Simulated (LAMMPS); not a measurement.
LAMMPS 22 Jul 2025, classical MD, SNAP (Ge_Zuo_JPCA2020.snapcoeff): Ge, 512 atoms.

- task: MD, nve
- potential: SNAP, Ge_Zuo_JPCA2020.snapcoeff Ge_Zuo_JPCA2020.snapparam
- copies of the repeat unit: 4×4×4
- shape (slab and sphere leave vacuum in the box): bulk
- neighbor skin: 2 Å
- neigh_modify: every 1 delay 0 check yes
- newton: on (default)
- atom_modify sort (bins of 2 Å where set): 1000 (default)
- comm_style: brick (default)
- box: 22.6 × 22.6 × 22.6 Å
- start: generated diamond lattice, warmed in an untimed run

All runs start from one configuration, warmed at this fixed volume for 300 steps under a thermostat at 300 K. The run at the shortest step has a mean temperature of 295 K and a mean pressure of 4.9 GPa.

Each run covers about 0.40 ps at constant energy (mean temperature 295 K at the shortest step); σ is the standard deviation over the printed steps. One run each, on a shared machine, so no times are given.

Steps tried: 0.5 fs, 1 fs, 2 fs, 2.5 fs, 4 fs, 5 fs, 8 fs, 10 fs, 16 fs, 20 fs, 32 fs.

Up to which step does the ratio σ(E total)/σ(E kinetic) stay under 2 %, and what happens beyond?

5 fs.

```json
[
 {"time step": "0.5 fs", "σ(E total)/σ(E kinetic)": "0.00010", "last minus first total energy (meV/atom)": "under 0.001", "mean temperature (K)": "295"},
 {"time step": "1 fs", "σ(E total)/σ(E kinetic)": "0.00041", "last minus first total energy (meV/atom)": "under 0.001", "mean temperature (K)": "295"},
 {"time step": "2 fs", "σ(E total)/σ(E kinetic)": "0.0016", "last minus first total energy (meV/atom)": "+0.0019", "mean temperature (K)": "295"},
 {"time step": "2.5 fs", "σ(E total)/σ(E kinetic)": "0.0026", "last minus first total energy (meV/atom)": "+0.0030", "mean temperature (K)": "295"},
 {"time step": "4 fs", "σ(E total)/σ(E kinetic)": "0.0066", "last minus first total energy (meV/atom)": "+0.0084", "mean temperature (K)": "294"},
 {"time step": "5 fs", "σ(E total)/σ(E kinetic)": "0.010", "last minus first total energy (meV/atom)": "+0.014", "mean temperature (K)": "294"},
 {"time step": "8 fs", "σ(E total)/σ(E kinetic)": "0.026", "last minus first total energy (meV/atom)": "+0.041", "mean temperature (K)": "292"},
 {"time step": "10 fs", "σ(E total)/σ(E kinetic)": "0.041", "last minus first total energy (meV/atom)": "+0.075", "mean temperature (K)": "290"},
 {"time step": "16 fs", "σ(E total)/σ(E kinetic)": "0.11", "last minus first total energy (meV/atom)": "+0.26", "mean temperature (K)": "282"},
 {"time step": "20 fs", "σ(E total)/σ(E kinetic)": "0.20", "last minus first total energy (meV/atom)": "+0.53", "mean temperature (K)": "276"},
 {"time step": "32 fs", "σ(E total)/σ(E kinetic)": "3.1", "last minus first total energy (meV/atom)": "+67", "mean temperature (K)": "305"}
]
```

The bar is a choice.
